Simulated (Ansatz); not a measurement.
Spacing of the highest filled and lowest empty level at the zone centre in eight small model glasses of hand-chosen composition and density, fast-quenched (anions pushed apart in CHGNet runs), each at its PBE geometry, by PBE and by HSE06 (Ansatz, a quantum-chemistry and plane-wave program, plane waves, PAW). The cells are the first eight to finish that balance their formal charges, show no moments and no lower geometry on charging where those were tested, and have a gap at both levels; defect levels can set the spacings, and exact exchange is cut at the cells' faces.

```csv
cell,quench by,pressure (GPa),levels at the gap,PBE (eV),"experiment, tabulated (eV)"
Ga24O39B2,CHGNet,2.3,localised at the filled edge,1.81,-
Zr20O43Sc2,CHGNet,-0.9,localised at the filled edge,3.63,-
Si24O49Be,CHGNet,-1.1,localised at the filled edge,3.61,-
Hf18O38Ge,CHGNet,0.6,spread,4.10,-
Si30N41Li3,CHGNet,0.1,localised at both edges,2.34,-
Zr20O45Ta2,CHGNet,-0.3,localised at the filled edge,3.72,-
Hf18O38Si,CHGNet,0.1,localised at the filled edge,3.78,-
Al28O43Zn,CHGNet,0.1,localised at the filled edge,3.30,-
```

Problem. What does HSE06 give, and how does it move these values against PBE?

Solution. Ga24O39B2 3.57, Zr20O43Sc2 5.17, Si24O49Be 5.40, Hf18O38Ge 5.68, Si30N41Li3 3.60, Zr20O45Ta2 5.26, Hf18O38Si 5.33, Al28O43Zn 5.00 eV. It raises them by +1.26 to +1.78 eV, +1.59 eV on average. A straight line through the eight gives HSE06 = 1.01 × PBE +1.55 eV, with a scatter of 0.16 eV.
